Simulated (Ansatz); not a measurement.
**What biaxial strain +1.21 %, plane normal [001], relaxed out of plane does to HgS**

The reference is HgS (space group P3_221, No. 154; a = 4.465 Å, c = 9.758 Å; made of chains). Axes: x lies along a and z along c of the hexagonal cell.

Perturbation: tensile biaxial strain of 1.21 % in the plane normal to [001], as in epitaxy on a mismatched substrate; the out-of-plane cell vector and the atoms relax.

All numbers come from Ansatz (a quantum-chemistry and plane-wave program) PBE, no SOC. Γ-centred 9×9×4 mesh, Fermi–Dirac width 0.05 eV.

The volume per atom goes up by 0.60 Å³ (28.08 Å³ → 28.68 Å³) and the space group remains P3_221 (No. 154). The shortest interatomic distance drops by 0.003 Å to 2.370 Å and the band gap increases by 0.06 eV, from 1.83 eV to 1.89 eV. The gap character stays indirect, Γ–A (67 % along) → Γ and the smallest direct gap rises by 0.067 eV, from 1.87 eV to 1.93 eV. The width of the top valence band falls by 0.04 eV (0.56 eV → 0.52 eV) and the electron mass becomes 0.43 mₑ out of plane, 1.2 mₑ in plane (at Γ) (base: 0.43 mₑ along c, 1.2 mₑ across (at Γ)). The out-of-plane strain is -0.30 % and the ratio −ε⊥/ε∥ is 0.25. The mean in-plane stress (compression positive) comes out as -0.2 GPa.

Spin-orbit coupling, missing from the scalar runs, can matter with Hg. Effective masses come from finite differences of ±0.01 Å⁻¹. Whether these cells are dynamically stable was not tested. No dispersion term is included, though the crystal is made of layers, chains or molecules, so its spacings can come out too wide.
